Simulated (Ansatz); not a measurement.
Structures of equal composition on the (0001) surface of hcp Ti: a layer of Hf in place of the second plane; a layer of Hf in place of the third plane. The slabs share one bottom face, and each structure is named by its start. These are constructed structures in small cells; real faces may alloy, dewet or reconstruct in larger ones, and not all known structures of the face are among them. Slabs of about 12 Å with all that they carry, Fermi-Dirac smearing of 0.1 eV. Bottom of the slabs: a bare face, its two planes held. Relaxed from the named starts with such symmetry as they have, on meshes of like density; energies extrapolated to zero smearing; no spin-orbit coupling, no U. Spin-polarised runs, if any, are marked in brackets, and their order is one that fits the cell; the others ran without spin.

Calculation: PBE (plane waves to 420 eV, PAW; Ansatz, a program for electronic structure).

**Question.** Rank these by energy per 1x1 cell (lowest first), as PBE gives it.

**Answer.** a layer of Hf in place of the third plane (0.000 eV), a layer of Hf in place of the second plane (0.099 eV)
